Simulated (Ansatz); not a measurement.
SiO2 (model structure, started from the brookite type, Pbca, No. 61, 24 atoms in the cell), treated with PBEsol (Ansatz, a first-principles code, plane waves, PAW).

Run with plane-wave cutoff 520 eV, 8×4×8 k mesh (along the axes of the cell as run), Fermi–Dirac smearing 0.01 eV, scalar-relativistic PAW data made under PBE.

Cell (relaxed at this level):

```cif
data_O16Si8
_chemical_formula_sum 'Si8 O16'
_space_group_name_H-M_alt 'P 1'
_space_group_IT_number 1
_cell_length_a 4.68939
_cell_length_b 8.30031
_cell_length_c 4.99978
_cell_angle_alpha 90.000
_cell_angle_beta 90.000
_cell_angle_gamma 90.000
loop_
_space_group_symop_operation_xyz
  'x, y, z'
loop_
_atom_site_label
_atom_site_type_symbol
_atom_site_fract_x
_atom_site_fract_y
_atom_site_fract_z
_atom_site_occupancy
Si1 Si 0.12728 0.12794 0.88855 1
Si2 Si 0.62728 0.37206 0.11145 1
Si3 Si 0.37272 0.87206 0.38855 1
Si4 Si 0.87272 0.62794 0.61145 1
Si5 Si 0.87272 0.87206 0.11145 1
Si6 Si 0.37272 0.62794 0.88855 1
Si7 Si 0.62728 0.12794 0.61145 1
Si8 Si 0.12728 0.37206 0.38855 1
O1 O 0.81962 0.01027 0.84918 1
O2 O 0.31962 0.48973 0.15082 1
O3 O 0.68038 0.98973 0.34918 1
O4 O 0.18038 0.51027 0.65082 1
O5 O 0.18038 0.98973 0.15082 1
O6 O 0.68038 0.51027 0.84918 1
O7 O 0.31962 0.01027 0.65082 1
O8 O 0.81962 0.48973 0.34918 1
O9 O 0.45664 0.23246 0.88778 1
O10 O 0.95664 0.26754 0.11222 1
O11 O 0.04336 0.76754 0.38778 1
O12 O 0.54336 0.73246 0.61222 1
O13 O 0.54336 0.76754 0.11222 1
O14 O 0.04336 0.73246 0.88778 1
O15 O 0.95664 0.23246 0.61222 1
O16 O 0.45664 0.26754 0.38778 1
```

**Question.** Give the computed band gap.

**Answer.** 
- band gap: 5.72 eV

Note: the relaxation could raise the start's symmetry but not lower it, so the cell can be a saddle point.

The computed numbers hold no vibrational or temperature effects.

Cost on a shared machine: around 4 core-minutes (rough).

A model structure was made by putting elements into a prototype or built by hand; it is no filed structure, need not be a known phase, and can be a saddle point held by its symmetry.
